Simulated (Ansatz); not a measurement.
The starting structures come from a database of crystals and need not be the phases stable at ambient conditions.

By PBEsol, the system below comes out a metal.

Without scattering a metal conducts by its projected Fermi surface.

Data:

```yaml
crystal:
  lattice:
    - [4.08196, 0.00000, 0.00000]
    - [0.00000, 5.77276, 0.00000]
    - [0.00000, 2.88638, 2.88638]
  atoms:
    - { symbol: Zr, position: [0.00000, 0.00000, 0.00000] }
    - { symbol: Al, position: [0.50000, 0.00000, 0.50000] }
    - { symbol: Al, position: [0.50000, 0.50000, 0.50000] }
    - { symbol: Al, position: [0.00000, 0.50000, 0.00000] }
```

The cell is taken as given; by PBEsol it stands under a pressure of -0.8 GPa.

The current flows along the normal of the first two printed cell vectors, the (110) plane of the conventional cell. No spin-orbit coupling; the value is a mean over 0.1 eV about the Fermi level.

Task: State the ballistic conductance per area according to PBEsol run with Ansatz (a program for electronic structure).

Result: 0.79 × 10¹⁵ S/m² for both spins.
